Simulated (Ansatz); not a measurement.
Base system: InSb in the zinc blende structure (space group F-43m, No. 216; a = 6.6351 Å).

All numbers come from PBE, PAW, 420 eV (Ansatz, a first-principles code; no spin-orbit coupling).

Strains are applied to the cell and any free atomic positions relax.

One change was made to it. Results:

The energy rises by 3.6 meV/atom; the pressure goes from zero to -1.0 GPa.

Question: Name the change that was made.
A. isotropic strain +3.00 %
B. isotropic strain +0.50 %
C. isotropic strain +1.00 %
D. isotropic strain +2.50 %
E. isotropic strain −1.50 %

Answer: C, isotropic strain +1.00 %. For comparison, the energy relative to the base in the other runs: isotropic strain +2.50 % gives +21 meV/atom; isotropic strain +3.00 % gives +30 meV/atom; isotropic strain +0.50 % gives +0.9 meV/atom; isotropic strain −1.50 % gives +9.0 meV/atom.

Stability against distortions was not tested. The final runs are not spin-polarised.
